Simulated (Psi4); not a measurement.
Psi4 1.11, BP86/def2-svp: Ge(I)(SiH3) ([SiH3][Ge][I]), 6 atoms. The geometry is a generated start, not checked to be a minimum at this level.

```
Item                                                  Value
--------------------------  -------------------------------
task                                                 energy
method                                                 bp86
basis                                              def2-svp
memory                                                 3 GB
maxiter                                                 100
keys of the molecule block                      symmetry c1
scf_type                                       df (default)
e_convergence                               1e-06 (default)
d_convergence                               1e-06 (default)
dft_radial_points                              75 (default)
dft_spherical_points                          302 (default)
effective core potentials   those of the basis set, past Kr
basis functions                                          91
grid points                                          127746
```

```xyz
6

Ge     0.0303    -1.1984     1.4531
I     -0.1583    -3.0942    -0.2625
Si     0.0182     0.7192    -0.0784
H     -0.8528     1.7676     0.4835
H     -0.4108     0.5111    -1.4647
H      1.3734     1.2947    -0.1309
```

With the defaults (diis = true, scf_initial_accelerator = adiis, damping_percentage = 0, guess = auto, which took SAD, diis_max_vecs = 10, soscf = false, level_shift = 0, level_shift_cutoff = 0.01) it converges in 10 SCF iterations. One run each on 2 threads, with these changes:
- guess = huckel
- soscf = true
- diis_max_vecs = 20
- scf_initial_accelerator = ediis
- guess = gwh
- level_shift = 0.1, level_shift_cutoff = 0.001
- guess = core
- diis = false, scf_initial_accelerator = none, damping_percentage = 60
- guess = modhuckel

### Question
Which runs fail or end elsewhere than the default run?

### Answer
No convergence: diis = false, scf_initial_accelerator = none, damping_percentage = 60 (the run ends without SCF convergence in 100 iterations). The rest reach the solution of the defaults.

| setting | SCF iterations | JK calls | end |
|---|---|---|---|
| the defaults | 10 | 11 | same solution |
| diis_max_vecs = 20 | 10 | 11 | same solution |
| level_shift = 0.1, level_shift_cutoff = 0.001 | 10 | 11 | same solution |
| guess = huckel | 10 | 32 | same solution |
| scf_initial_accelerator = ediis | 10 | 11 | same solution |
| soscf = true | 12 | 53 | same solution |
| guess = core | 14 | 14 | same solution |
| guess = gwh | 14 | 14 | same solution |
| guess = modhuckel | 14 | 36 | same solution |
| diis = false, scf_initial_accelerator = none, damping_percentage = 60 | 100 | 101 | no convergence |

An SOSCF iteration holds several JK calls; a Hückel guess adds calls on atoms. 1 further run of the study ended by our limits or in an error and is left out.
